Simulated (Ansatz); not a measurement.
The parent structure is CuI in the zinc blende structure (space group F-43m, No. 216).

```
CELL_PARAMETERS angstrom
      0.00000     2.96965     2.96965
      2.96965     0.00000     2.96965
      2.96965     2.96965     0.00000
ATOMIC_POSITIONS crystal
  I  0.75000 0.75000 0.75000
  Cu 0.00000 0.00000 0.00000
```

Calculations: PBEsol (Ansatz, an electronic-structure program), spin-orbit coupling left out.

Base values:

- Lattice parameter a: 5.939 Å
- Gap character: direct at Γ

Perturbation: cell and atoms relaxed at a pressure of 2.1 GPa.

Question: What does the calculation give for the lattice parameter a, mean gap deformation potential ΔEg/Δln V and gap character after the change?

Answer: The lattice parameter a decreases by 0.0758 Å (5.939 Å → 5.864 Å); the mean gap deformation potential ΔEg/Δln V amounts to -2.9 eV; the gap character remains direct at Γ.

Spin-orbit coupling, missing from the scalar runs, can matter with I. Load acts through the strain it causes; cell and atoms are relaxed under it. No phonon test of stability was made. Tetrahedral semiconductors of this kind turn to denser phases somewhere between about 1 and 50 GPa; those were not computed, so compressed cells here can lie past the real transition. All final runs are without spin polarisation.
